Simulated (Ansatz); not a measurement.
BeSe (model structure, started from the NiAs type, P6₃/mmc, No. 194, 4 atoms in the cell), treated with HSE06 (PAW; Ansatz, a first-principles code).

Numerical settings: plane-wave cutoff 460 eV, 9×9×6 k mesh (along the axes of the cell as run), Fermi–Dirac smearing 0.05 eV, scalar-relativistic PAW data made under PBE.

Cell (relaxed with PBEsol):

```yaml
crystal:
  lattice:
    - [3.48250, 0.00000, 0.00000]
    - [-1.74125, 3.01594, 0.00000]
    - [0.00000, 0.00000, 5.49833]
  atoms:
    - { symbol: Be, position: [0.00000, 0.00000, 0.00000] }
    - { symbol: Be, position: [0.00000, 0.00000, 0.50000] }
    - { symbol: Se, position: [0.33333, 0.66667, 0.25000] }
    - { symbol: Se, position: [0.66667, 0.33333, 0.75000] }
```

**Question.** Predict the band gap.

**Answer.** 
* **band gap**: 1.05 eV (on the SCF k mesh)

Note: PBE has no gap here, and a hybrid on a coarse mesh can open a false one; the relaxation could raise the start's symmetry but not lower it, so the cell can be a saddle point; cell and atoms aren't relaxed at this level (pressure 1.1 GPa).

Spin–orbit coupling is not included.

The result took about 4 core-minutes (a rough figure).

A model structure was made by putting elements into a prototype or built by hand; it is no filed structure, need not be a known phase, and can be a saddle point held by its symmetry.
